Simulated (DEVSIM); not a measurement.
System: abrupt Ge p-n junction, at 250 K.

Layer 1 from the left is Ge, thickness (μm) 3.20, Na (cm⁻³) 4.3e16, τn (s) 1.2e-6, τp (s) 1.2e-6. Layer 2 from the left is Ge, thickness (μm) 120, Nd (cm⁻³) 1.9e15, τn (s) 1.2e-6, τp (s) 1.2e-6.

Left contact: ohmic. Right contact: ohmic. Voltage is applied to the left contact. Recombination: SRH at mid-gap. Mobility is μmin + (μ − μmin)/(1 + (N/Nref)^α).

Constants are typed, rounded textbook-type inputs, not results; the design itself was drawn at random and stands for no fabricated device. Values at 300 K; Nc and Nv go as T^1.5, mobilities as T to minus their exponent, the gap by Varshni's rule with the affinity fixed.

Ge: gap (eV) 0.664, affinity (eV) 4, permittivity 16, Nc (cm⁻³) 1.04e19, Nv (cm⁻³) 6e18, μn (cm²/Vs) 3900, μp (cm²/Vs) 1900, μn,min 150, μp,min 100, Nref,n 2.6e17, Nref,p 4e17, αn 0.56, αp 0.6, T exponent of μn 1.66, T exponent of μp 2.33, Varshni α (eV/K) 0.000477, Varshni β (K) 235.

Simulated with DEVSIM: 1D drift-diffusion, Boltzmann statistics, complete ionisation; no tunnelling, impact ionisation, image-force lowering or self-heating.

### Question
What does the simulation give for the dark forward voltage at 1 A/cm², the largest field in the device at zero bias?

### Answer
dark forward voltage at 1 A/cm² 0.303 V; largest field in the device at zero bias 14000 V/cm.
